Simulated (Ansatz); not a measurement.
# Pb in the bcc (W type) structure (space group Im-3m, No. 229; a cell from a computed database, its experimental status unchecked)

Space group Im-3m (No. 229); a = 3.9154 Å, b = 3.9154 Å, c = 3.9154 Å, α = 90.00°, β = 90.00°, γ = 90.00°

| atom | site | symmetry | x | y | z |
|---|---|---|---|---|---|
| Pb | 2a | m-3m | 0.0000 | 0.0000 | 0.0000 |
(The calculation used a cell of 1 atom; values per cell refer to that cell.)

Computed with PBEsol (Ansatz, an electronic-structure program), without spin-orbit coupling. k-mesh 17×17×17 (Γ-centred); smearing 0.05 eV (Fermi–Dirac).

```yaml
volume_per_atom: 30.01 Å³
density: 11.46 g/cm³
band_gap: zero
total_energy: -11754.903 eV/atom (σ→0; compares only within this code and set-up)
```

Whether these cells are dynamically stable was not tested. This is not the structure that Pb has at room temperature and ambient pressure.
